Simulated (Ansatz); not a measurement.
MgO (Fm-3m) under biaxial stress in (001) (compression positive): electron conductivity mass by r2SCAN, rigid bands (plane waves, PAW, scalar-relativistic; Ansatz, a first-principles code). The unloaded cell, whose axes the loads refer to:

```cif
data_MgO
_chemical_formula_sum 'Mg1 O1'
_space_group_name_H-M_alt 'P 1'
_space_group_IT_number 1
_cell_length_a 2.97985
_cell_length_b 2.97985
_cell_length_c 2.97985
_cell_angle_alpha 60.000
_cell_angle_beta 60.000
_cell_angle_gamma 60.000
loop_
_space_group_symop_operation_xyz
  'x, y, z'
loop_
_atom_site_label
_atom_site_type_symbol
_atom_site_fract_x
_atom_site_fract_y
_atom_site_fract_z
_atom_site_occupancy
Mg1 Mg 0.00000 0.00000 0.00000 1
O1 O 0.50000 0.50000 0.50000 1
```

```
biaxial stress in (001) (compression positive) (GPa)  volume per atom (Å³)  electron conductivity mass (mₑ)
----------------------------------------------------  --------------------  -------------------------------
-9                                                                    9.81                                ?
-6                                                                    9.63                            0.363
-3                                                                    9.48                            0.368
0                                                                     9.35                            0.371
3                                                                     9.24                            0.375
6                                                                     9.14                            0.378
9                                                                     9.06                            0.381
```

Task: Fit a straight line to ln(electron conductivity mass) against the load over the rows given, and predict the row at -9 GPa.

Result: The means are x̄ = 1.500 GPa and ȳ = -0.9872; Σ(x − x̄)(y − ȳ) = 0.4997 and Σ(x − x̄)² = 157.5, so the slope is 0.317 % per GPa, and the rows given lie within 0.24 % of the line. At -9 GPa the line gives 0.360 mₑ; the calculation gives 0.357 mₑ, 0.95 % from it.

Masses are for dilute carriers at 300 K, harmonic means over directions unless an axis is named. Spin-orbit coupling is left out. Stresses and pressures are the targets of the relaxation. The structure type is held at every load. Geometry: cell and atoms relaxed with PBEsol.
